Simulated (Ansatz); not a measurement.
The reference is K in the bcc (W type) structure (space group Im-3m, No. 229; a = 5.3441 Å).

Calculations: Kohn–Sham DFT with the r2SCAN functional, run in Ansatz (a program for electronic structure) with PAW and 500 eV plane waves, no SOC.

Base values:

| Item | Result |
|---|---|
| Lattice parameter a | 5.344 Å |

Now apply this change: a hydrostatic pressure of 10 GPa.

Question: Estimate the effect on the lattice parameter a.

Answer: The lattice parameter a shrinks by 1.172 Å, from 5.344 Å to 4.172 Å.

Load acts through the strain it causes; cell and atoms are relaxed under it. Stability against distortions was not tested. No other phases were tried under pressure.
